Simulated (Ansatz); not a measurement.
Take BeSe in the zinc blende structure (space group F-43m, No. 216; a = 5.129 Å) as the base.

Calculations: plane-wave PAW DFT at the PBEsol level (Ansatz, an electronic-structure program, 420 eV), no spin-orbit coupling.

Now apply this change: every Be is replaced by Hg; the structure is relaxed again.

Measured lattice parameter a: BeSe 5.139 Å (temperature not stated; as listed in Fabio Bernardini, Maria Peressi, Vincenzo Fiorentini, Phys. Rev. B (2000)); HgSe 6.085 Å (room temperature; as listed in Cardona et al., arXiv (2009)).

Q: How well does PBEsol reproduce the measured shift?

A: With PBEsol the lattice parameter a moves by +1.004 Å (5.129 → 6.133) against +0.946 Å measured.

Stability against distortions was not tested. All final runs are without spin polarisation.
